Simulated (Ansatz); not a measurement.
## Mo (P6₃/mmc, No. 194, 2 atoms in the cell; start mp-2647013; another form than the element's usual one)

Method: r²SCAN in Ansatz (PAW).

Numerical settings: plane-wave cutoff 560 eV, 24×24×12 k mesh (along the axes of the cell as run), Fermi–Dirac smearing 0.05 eV, no spin polarisation, scalar-relativistic PAW data made under PBE.

Cell (relaxed at this level):

```
CELL_PARAMETERS angstrom
      2.73669     0.00000     0.00000
     -1.36834     2.37004     0.00000
      0.00000     0.00000     4.92672
ATOMIC_POSITIONS crystal
  Mo 0.66667 0.33333 0.75000
  Mo 0.33333 0.66667 0.25000
```

- bulk modulus B0 = 241 GPa

Note: the run has no spin polarisation, so it can have missed a magnetic state; the bulk modulus is −V dP/dV from two relaxed cells at ±2 % in volume; the relaxation could not lower the start's symmetry, so the cell can be a saddle point above a distorted one.

It cost around 100 core-seconds (rough) of CPU time.

A start named mp-… is a Materials Project structure, which need not be a measured phase.

Ansatz is a program for electronic structure.
